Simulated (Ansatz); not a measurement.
# BAs in the rock salt structure (space group Fm-3m, No. 225; a hypothetical phase, not in the database extracts checked)

```
BAs
1.0
    0.00000     2.28329     2.28329
    2.28329     0.00000     2.28329
    2.28329     2.28329     0.00000
As B
1 1
Cartesian
  0.00000   0.00000   0.00000
  2.28329   2.28329   2.28329
```

Method: PBEsol (Ansatz, a first-principles code, PAW, without spin-orbit coupling). k-mesh 18×18×18 (Γ-centred); smearing 0.05 eV (Fermi–Dirac).

- Volume per atom = 11.90 Å³
- Density = 5.98 g/cm³
- Band gap = zero
- Total energy = -2482.043 eV/atom (σ→0; compares only within this code and set-up)

Whether these cells are dynamically stable was not tested. All final runs are without spin polarisation.
